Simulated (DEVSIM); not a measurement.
System: Schottky contact on n-type Si, at 250 K.

```csv
layer (left to right),material,thickness (μm),Nd (cm⁻³),τn (s),τp (s)
1,Si,0.730,1.4e17,1.7e-5,1.7e-5
2,Si,26.0,1.5e18,1.7e-5,1.7e-5
```

Left contact: Schottky, work function 4.49 eV, emission velocity 5.6e6 cm/s. Right contact: ohmic. Voltage is applied to the left contact. Recombination: SRH at mid-gap, Auger. Mobility is constant in doping.

The device is made up for the run: typed textbook-type constants, with dimensions and the other settings drawn at random. Values at 300 K; Nc and Nv go as T^1.5, mobilities as T to minus their exponent, the gap by Varshni's rule with the affinity fixed.

| parameter | Si |
|---|---|
| gap (eV) | 1.124 |
| affinity (eV) | 4.05 |
| permittivity | 11.7 |
| Nc (cm⁻³) | 2.86e19 |
| Nv (cm⁻³) | 3.1e19 |
| μn (cm²/Vs) | 1417 |
| μp (cm²/Vs) | 470 |
| T exponent of μn | 2.3 |
| T exponent of μp | 2.2 |
| Cn (cm⁶/s) | 2.8e-31 |
| Cp (cm⁶/s) | 9.9e-32 |
| Varshni α (eV/K) | 0.000473 |
| Varshni β (K) | 636 |

Simulated with DEVSIM: 1D drift-diffusion, Boltzmann statistics, complete ionisation; no tunnelling, impact ionisation, image-force lowering or self-heating. Metal contacts follow the ideal Schottky-Mott rule: no Fermi-level pinning, no interface dipoles.

Q: Tabulate band edges, carrier densities and field at zero bias.

A: Energies count from the Fermi level of the right contact; mesh points crowd at the junctions.

```tsv
x (μm)	Ec (eV)	Ev (eV)	n (cm⁻³)	p (cm⁻³)	field (V/cm)
0.000	0.440	-0.696	2.9e10	220000	-110000
0.02941	0.193	-0.943	2.8e15	< 1e2	-52000
0.08799	0.109	-1.027	1.4e17	< 1e2	-460
0.2179	0.109	-1.027	1.4e17	< 1e2	≈ 0
0.5265	0.109	-1.027	1.4e17	< 1e2	≈ 0
0.6445	0.109	-1.027	1.4e17	< 1e2	≈ 0
0.7038	0.107	-1.029	1.5e17	< 1e2	-2100
0.7379	0.059	-1.077	1.4e18	< 1e2	-4200
0.7782	0.058	-1.079	1.5e18	< 1e2	≈ 0
0.8692	0.058	-1.079	1.5e18	< 1e2	≈ 0
1.075	0.058	-1.079	1.5e18	< 1e2	≈ 0
1.769	0.058	-1.079	1.5e18	< 1e2	≈ 0
3.108	0.058	-1.079	1.5e18	< 1e2	≈ 0
5.916	0.058	-1.079	1.5e18	< 1e2	≈ 0
15.69	0.058	-1.079	1.5e18	< 1e2	≈ 0
21.65	0.058	-1.079	1.5e18	< 1e2	≈ 0
24.50	0.058	-1.079	1.5e18	< 1e2	≈ 0
25.75	0.058	-1.079	1.5e18	< 1e2	≈ 0
26.41	0.058	-1.079	1.5e18	< 1e2	≈ 0
26.60	0.058	-1.079	1.5e18	< 1e2	≈ 0
26.69	0.058	-1.079	1.5e18	< 1e2	≈ 0
26.73	0.058	-1.079	1.5e18	< 1e2	≈ 0
```
